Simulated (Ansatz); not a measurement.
## fcc Rh (0 0 1) on ceria (0 0 1) (film strained to the substrate, started from cuts of the bulks and a machine-learned relaxation; slabs Ce6O10 and Rh12, which can lie off the formulas)

A periodic stack without vacuum, fcc Rh (0 0 1) on ceria (0 0 1) (film strained to the substrate, started from cuts of the bulks and a machine-learned relaxation; slabs Ce6O10 and Rh12, which can lie off the formulas): substrate slab Ce6O10, film Rh12, surface cells [[1, 0], [1, 1]] and [[0, -1], [2, 1]], film strained by +0.9 and +0.9 %, outermost planes Ce/Ce and Rh/Rh as cut, which need not be the usual terminations and can put a slab off its formula.

The start was prepared with a machine-learned potential, and the result is one local minimum, with the in-plane cell held and forces under 0.04 eV/Å; the film can end far from its bulk form.

Calculation: PBE (plane waves to 420 eV, PAW; Ansatz, a program for electronic structure). Scalar-relativistic, without spin–orbit coupling; the runs are not spin-polarised; PBE gaps are too small against experiment; cerium has no Hubbard term. Its k-point mesh 8×8×1, Fermi–Dirac width 0.05 eV.

| Property | Value |
|---|---|
| interface area | 14.9 Å² |
| period | 27.66 Å |
| heights between the nearest atoms of the two slabs at the two interfaces | 2.40 and 2.40 Å |
| Ce–Rh contacts across the interfaces within 1.22 times the sum of covalent radii | 8, mean 3.08 Å |

```
CELL_PARAMETERS angstrom
      3.86393     0.00051     0.01999
      0.00048     3.85922    -0.19177
     -0.18010    -0.39711    27.70831
ATOMIC_POSITIONS crystal
  Ce 0.97593 0.84568 0.13921
  Ce 0.47415 0.30001 0.04308
  Ce 0.97831 0.93523 0.33522
  Ce 0.47724 0.39058 0.23714
  Ce 0.97844 0.02482 0.52928
  Ce 0.47899 0.47990 0.43315
  O  0.47522 0.82120 0.08580
  O  0.97526 0.32116 0.08575
  O  0.47788 0.91297 0.28619
  O  0.97784 0.41290 0.28617
  O  0.97661 0.36740 0.18630
  O  0.47660 0.86737 0.18632
  O  0.47935 0.00429 0.48661
  O  0.97935 0.50427 0.48656
  O  0.97875 0.45837 0.38604
  O  0.47875 0.95837 0.38607
  Rh 0.96021 0.11013 0.68328
  Rh 0.45985 0.60979 0.68190
  Rh 0.45926 0.07987 0.61591
  Rh 0.95879 0.57951 0.61590
  Rh 0.96093 0.17353 0.82060
  Rh 0.46099 0.67355 0.82088
  Rh 0.46027 0.14176 0.75175
  Rh 0.96037 0.64171 0.75147
  Rh 0.96246 0.23536 0.95643
  Rh 0.46219 0.73591 0.95646
  Rh 0.46199 0.20543 0.88907
  Rh 0.96177 0.70565 0.89045
```
